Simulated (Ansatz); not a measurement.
**Response to strain in BP**

The reference is BP in the zinc blende structure (space group F-43m, No. 216).

```
BP
1.0
    0.00000     2.24526     2.24526
    2.24526     0.00000     2.24526
    2.24526     2.24526     0.00000
B P
1 1
Direct
  0.00000   0.00000   0.00000
  0.25000   0.25000   0.25000
```

Cartesian axes are those of the cell as printed.

Strains are applied to the cell and any free atomic positions relax; under biaxial strain the out-of-plane vector relaxes too.

Computed with LDA in Ansatz (plane waves to 420 eV, PAW, without spin-orbit coupling).

Candidates:
(a) biaxial strain −0.83 %, plane normal [111], relaxed out of plane
(b) biaxial strain +0.42 %, plane normal [111], relaxed out of plane
(c) biaxial strain +1.67 %, plane normal [111], relaxed out of plane
(d) biaxial strain −1.67 %, plane normal [111], relaxed out of plane

Notes on the quantities. energy relative to the base: free energy F.

Q: Order them by energy relative to the base, highest first.

A: (d) biaxial strain −1.67 %, plane normal [111], relaxed out of plane (+9.6 meV/atom), (c) biaxial strain +1.67 %, plane normal [111], relaxed out of plane (+9.0 meV/atom), (a) biaxial strain −0.83 %, plane normal [111], relaxed out of plane (+2.3 meV/atom), (b) biaxial strain +0.42 %, plane normal [111], relaxed out of plane (+0.6 meV/atom)

Whether these cells are dynamically stable was not tested.

Ansatz is an electronic-structure program.
